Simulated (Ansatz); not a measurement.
# W vacancy + O interstitial in bcc W

Computed with PBE, PAW (plane waves to 420 eV; Ansatz, a program for electronic structure). Cell and caveats: 54-site cell; 4×4×4 shifted k-points; start: the W site; off centre in the vacancy; no spin–orbit coupling; not converged in cell size; the relaxation kept the symmetry of the starting site; relaxed from one start, so a lower configuration may exist.

Neighbours after relaxation, in Å: of the emptied site: O 1.28; of the O atom: W 2.06, W 2.23, W 2.23, W 2.23, W 2.23.

Formation energies E_f are those of the neutral cell. Chemical conditions: host crystal and elements as references (Δμ(W) = 0.00 eV, Δμ(O) = 0.00 eV; O taken from its element, since no compound that bounds it was computed at this level; only phases computed here count, gases as isolated molecules at 0 K). Reference phases: O: O2 molecule in a box, W: bcc W.

```
charge         moment (μB)  point group  largest move off a lattice site (Å)  E_f, host crystal and elements as references (eV)
------  ------------------  -----------  -----------------------------------  -------------------------------------------------
0       not spin-polarised          C4v                                 0.16                                               0.93
```

Point groups are those of the whole cell at tolerances of 0.03 and 0.1 Å ("near" where only the looser one holds); none is given for unsettled states.
